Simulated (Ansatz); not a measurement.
Impurities on the Cu site of fcc Cu. The bounds on chemical potentials count only the phases computed here; "not settled" covers levels within 0.1 eV of a band edge and carriers that are partly localised.

Level of theory: PBE, PAW (plane waves to 420 eV; Ansatz, an electronic-structure program). Cell and caveats: 32-site cell; 6×6×6 shifted k-points; no spin–orbit coupling; no Hubbard U; not converged in cell size; the relaxation kept the symmetry of the starting site.

| impurity | neighbours in the neutral state (Å) | moment (μB) | E_f of the neutral state (eV; limit and bounding phases) |
|---|---|---|---|
| Ni | Cu 2.55, Cu 2.55, Cu 2.55, Cu 2.55, Cu 2.55, Cu 2.55, Cu 2.55, Cu 2.55 (the shell may go on) | not spin-polarised | 0.04 (elements) |
| S | Cu 2.59, Cu 2.59, Cu 2.59, Cu 2.59, Cu 2.59, Cu 2.59, Cu 2.59, Cu 2.59 (the shell may go on) | not spin-polarised | 1.10 (CuS (Cmcm)) |
| Sn | Cu 2.64, Cu 2.64, Cu 2.64, Cu 2.64, Cu 2.64, Cu 2.64, Cu 2.64, Cu 2.64 (the shell may go on) | not spin-polarised | 0.43 (elements) |
| Pt | Cu 2.60, Cu 2.60, Cu 2.60, Cu 2.60, Cu 2.60, Cu 2.60, Cu 2.60, Cu 2.60 (the shell may go on) | not spin-polarised | -0.48 (elements) |
| Zr | Cu 2.64, Cu 2.64, Cu 2.64, Cu 2.64, Cu 2.64, Cu 2.64, Cu 2.64, Cu 2.64 (the shell may go on) | not spin-polarised | 0.66 (Zr2Cu (I4/mmm)) |
| Ta | Cu 2.61, Cu 2.61, Cu 2.61, Cu 2.61, Cu 2.61, Cu 2.61, Cu 2.61, Cu 2.61 (the shell may go on) | not spin-polarised | 1.09 (elements) |
| Cr | Cu 2.59, Cu 2.59, Cu 2.59, Cu 2.59, Cu 2.59, Cu 2.59, Cu 2.59, Cu 2.59 (the shell may go on) | fractional | – |
